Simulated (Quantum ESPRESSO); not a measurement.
A working Quantum ESPRESSO input for LaMg2 (Cmcm, 6 atoms in the cell) (DFT, LDA (PZ), plane waves, GBRV 1.5 ultrasoft (LDA) pseudopotentials):

```fortran
&control
 calculation = 'scf',
 prefix = 'scf',
 outdir = './work',
 pseudo_dir = './',
 tprnfor = .true.,
 tstress = .true.,
/
&system
 ibrav = 0,
 nat = 6,
 ntyp = 2,
 ecutwfc = 40,
 ecutrho = 200,
 occupations = 'smearing',
 smearing = 'fermi-dirac',
 degauss = 0.0073499,
/
&electrons
 conv_thr = 1.0d-10,
 mixing_beta = 0.5,
/
ATOMIC_SPECIES
La   138.9055  la_lda_v1.uspp.F.UPF
Mg    24.3050  mg_lda_v1.4.uspp.F.UPF
ATOMIC_POSITIONS angstrom
La    1.7000580000   -7.0105197737    1.4177900000
La    1.7000580000    7.0105197737    4.2533700000
Mg    1.7000580000   -1.0182295998    1.4177900000
Mg    1.7000580000    1.0182295998    4.2533700000
Mg    1.7000580000    5.0318859588    1.4177900000
Mg    1.7000580000   -5.0318859588    4.2533700000
K_POINTS automatic
5 5 3  0 0 0
CELL_PARAMETERS angstrom
   1.7000580000    -8.9790970000     0.0000000000
   1.7000580000     8.9790970000     0.0000000000
   0.0000000000     0.0000000000     5.6711600000
```

The run converged in 14 iterations: free energy E − TS -9587.6949 eV; Fermi level (on the code's own zero) 7.32 eV; pressure -3.15 GPa; largest force (vector length) 0.133 eV/Å. Each of these slips is then made, one at a time:

(1)
```diff
- ecutwfc = 40,
+ ecutwfc = 40.0,
-Mg    1.7000580000   -5.0318859588    4.2533700000
+Mg    1,7000580000   -5,0318859588    4,2533700000
```

(2)
```diff
- nat = 6,
+ nat = 5,
```

Task: Predict the outcome of each change.

Result: 
(1) Decimal commas. The program stopped before any SCF iteration.
```
Error in routine card_atomic_positions (1):
Error while parsing atomic position card.
```

(2) An atom count that does not match the list of atoms. The run converged in 17 iterations without an error; against the sound input the pressure stays near -3.23 GPa while the yy stress (positive for compression) goes from -2.80 to -3.37 GPa and the largest force goes from 0.133 to 0.175 eV/Å. The full log also holds: “Warning: card MG    1.7000580000   -5.0318859588    4.2533700000 ignored”.

The starting cell comes from a database of computed structures (which also holds hypothetical and non-ambient phases and stackings), without a prior relaxation at this level. Its lattice was rescaled by a random factor within 2.5 % of one. In the base run, with a pressure of about -3 GPa the cell is away from its equilibrium volume at this level. Without a gap this mesh is coarse (it stands for a supercell whose shortest vector is 17 Å).

Left out of this page: 3 runs of the series outside the window shown, repeating another row's setting, or not comparable; 1 run of the series stopped by limits of time or memory.
